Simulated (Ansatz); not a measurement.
MoSi2 (P6₂22, No. 180, 9 atoms in the cell; start mp-8938; a measured phase of this formula has another space group)

Level of theory: LDA in Ansatz (plane waves, PAW).

Run with plane-wave cutoff 520 eV, 18×18×8 k mesh (along the axes of the cell as run), Fermi–Dirac smearing 0.05 eV, no spin polarisation, scalar-relativistic PAW data made under PBE.

Cell (relaxed with PBEsol):

```yaml
crystal:
  lattice:
    - [4.57443, 0.00000, 0.00000]
    - [-2.28722, 3.96158, 0.00000]
    - [0.00000, 0.00000, 6.56643]
  atoms:
    - { symbol: Si, position: [0.16417, 0.83583, 0.83333] }
    - { symbol: Si, position: [0.32833, 0.16417, 0.16667] }
    - { symbol: Si, position: [0.16417, 0.32833, 0.50000] }
    - { symbol: Si, position: [0.83583, 0.16417, 0.83333] }
    - { symbol: Si, position: [0.67167, 0.83583, 0.16667] }
    - { symbol: Si, position: [0.83583, 0.67167, 0.50000] }
    - { symbol: Mo, position: [0.50000, 0.00000, 0.50000] }
    - { symbol: Mo, position: [0.50000, 0.50000, 0.83333] }
    - { symbol: Mo, position: [0.00000, 0.50000, 0.16667] }
```

```yaml
band_gap: 0.02 eV (under three smearing widths, so not firm)
smallest_direct_gap_on_the_k_points_sampled: 0.51 eV
direct gap at Γ: 2.81 eV
```

Note: the run has no spin polarisation, so it can have missed a magnetic state; cell and atoms aren't relaxed at this level (pressure -3.5 GPa).

Spin–orbit coupling is not included; it can close the smallest gap of 0.02 eV.

A start named mp-… is a Materials Project structure, which need not be a measured phase.

Ansatz is a program for electronic structure.
